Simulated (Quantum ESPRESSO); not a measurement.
# Sensitivity of a calculation on PbO (Pbcm, 8 atoms in the cell) to its settings

```xyz
8
Lattice="5.8931 0.0000 0.0000 0.0000 5.4904 0.0000 0.0000 0.0000 4.7528" Properties=species:S:1:pos:R:3 pbc="T T T"
Pb     1.3536     5.4267     1.1882
Pb     4.5395     0.0637     3.5646
Pb     1.3536     2.8089     3.5646
Pb     4.5395     2.6815     1.1882
O      5.0993     0.5035     1.1882
O      0.7938     4.9869     3.5646
O      5.0993     2.2417     3.5646
O      0.7938     3.2487     1.1882
```

Base run A: PBEsol, GBRV 1.5 ultrasoft (PBESOL) pseudopotentials (Quantum ESPRESSO), self-consistent single point.

Its settings: ecutwfc = 40 Ry; ecutrho = 200 Ry; occupations = smearing; smearing = cold; degauss = 0.0073499 Ry; potentials = {Pb: pb_pbesol_v1.uspp.F.UPF, O: o_pbesol_v1.2.uspp.F.UPF}; K_POINTS = automatic 4 4 5 0 0 0; conv_thr = 1e-10 Ry; mixing_beta = 0.7.

The starting cell comes from a database of published, mostly measured structures (it also holds non-ambient and calculated ones), without a prior relaxation at this level. Spin-orbit coupling is off.

ΔF is the free energy per atom less that of run A. A dash stands where there is no value to compare (another energy zero or no entropy term, no result, no spin, no clean gap, or a mesh too coarse for one). Total energies depend on the potentials, the functional and any Hubbard or dispersion term, so they are compared only between runs that share all of them.

Runs F sample the zone with one or two k-points, far too few for so small a cell.

| run | change | ΔF (meV/atom) | pressure (GPa) | largest force (eV/Å) | gap on the mesh (eV) | k-points |
|---|---|---|---|---|---|---|
| A | base | 0.00 | 0.22 | 0.103 | 2.112 | 27 |
| B | K_POINTS: automatic 4 4 5 0 0 0 → automatic 3 3 3 0 0 0 | 4.8 | 0.28 | 0.086 | 2.416 | 8 |
| C | pseudopotentials: {Pb: pb_pbesol_v1.uspp.F.UPF, O: o_pbesol_v1.2.uspp.F.UPF} → {Pb: pb_pbe_v1.uspp.F.UPF, O: o_pbe_v1.2.uspp.F.UPF}; input_dft: default → rvv10 [rVV10] | – | 4.86 | 0.825 | 2.117 | 27 |
| D | ecutwfc: 40 Ry → 52 Ry; ecutrho: 200 Ry → 260 Ry | -5.2 | 0.13 | 0.102 | 2.112 | 27 |
| E | nosym: default → true | 0.00 | 0.22 | 0.103 | 2.112 | 42 |
| F | K_POINTS: automatic 4 4 5 0 0 0 → automatic 1 1 2 0 0 0 | -356.4 | -2.39 | 2.130 | – | 2 |
| G | conv_thr: 1e-10 Ry → 1e-05 Ry | 0.00 | 0.20 | 0.112 | 2.112 | 27 |
| H | mixing_beta: 0.7 → 0.05 | 0.00 | 0.22 | 0.103 | 2.112 | 27 |
| I | mixing_ndim: default → 6 | 0.00 | 0.22 | 0.103 | 2.112 | 27 |

Run B against A: The free energy goes up by 4.8 meV/atom, the pressure moves little (0.22 to 0.28 GPa), the largest force goes from 0.103 to 0.086 eV/Å and the gap on the mesh goes from 2.112 to 2.416 eV.

Run F against A: The free energy falls by 356 meV/atom, the pressure goes from 0.22 to -2.39 GPa and the largest force goes from 0.103 to 2.130 eV/Å.

Run D against A: The free energy falls by 5.2 meV/atom, the pressure hardly changes (0.22 to 0.13 GPa), the largest force hardly changes (0.103 to 0.102 eV/Å) and the gap on the mesh stays at 2.112 eV.
